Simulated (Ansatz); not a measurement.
# P under a change: P → As

Start from P in the black-P type structure (space group Cmce, No. 64; a = 3.302 Å, b = 10.691 Å, c = 4.467 Å; layered, stacked along the Cartesian y axis).

Now apply this change: every P is replaced by As, then cell and atoms are relaxed.

Computed with Ansatz (a first-principles code), r2SCAN+rVV10, PAW, cutoff 500 eV, no SOC, earlier PAW set. Settings: 10×10×7 k-points, 0.05 eV Fermi–Dirac smearing, for the changed cell.

```yaml
volume_per_atom: 23.51 Å³ (base 19.71 Å³)
density: 5.29 g/cm³ (base 2.61 g/cm³)
space_group: Cmce (No. 64) (base Cmce (No. 64))
shortest_interatomic_distance: 2.472 Å (base 2.213 Å)
band_gap: zero (base zero)
```

No phonon test of stability was made. Gaps under 0.05 eV, about the width of the smearing, are given as zero. This is not the structure that As has at room temperature and ambient pressure. The zero or small gap of P can change with the level of theory.
